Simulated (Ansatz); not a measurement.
The reference is CdGa₂Te₄ (space group I-4, No. 82; a = 6.105 Å, c = 11.788 Å).

Calculations: PBEsol in Ansatz (plane waves to 420 eV, PAW, without spin-orbit coupling).

Strains are applied to the cell and any free atomic positions relax.

One change was made to it. Results:

The valence-band top at Γ (three highest levels, from the VBM) becomes 0.00, 0.00, -0.39 eV (base: 0.00, 0.00, -0.24 eV); the electron mass changes from 0.19 mₑ along c, 0.091 mₑ across (at Γ) to 0.21 mₑ along k, 0.32 mₑ across (at M); the band gap drops by 0.26 eV to 0.87 eV; the smallest direct gap goes up by 0.02 eV to 1.15 eV.

Task: Name the change that was made.
(A) isotropic strain −3.00 %
(B) isotropic strain −2.25 %
(C) isotropic strain −1.50 %
(D) isotropic strain −0.75 %

Result: B, isotropic strain −2.25 %. For comparison, the band gap in the other runs: isotropic strain −0.75 % gives 1.05 eV; isotropic strain −1.50 % gives 0.96 eV; isotropic strain −3.00 % gives 0.77 eV.

With Te present, leaving out spin-orbit coupling can change the band edges. Effective masses come from finite differences of ±0.01 Å⁻¹. Along k means along the line from Γ to the band edge. Stability against distortions was not tested.

Ansatz is a quantum-chemistry and plane-wave program.
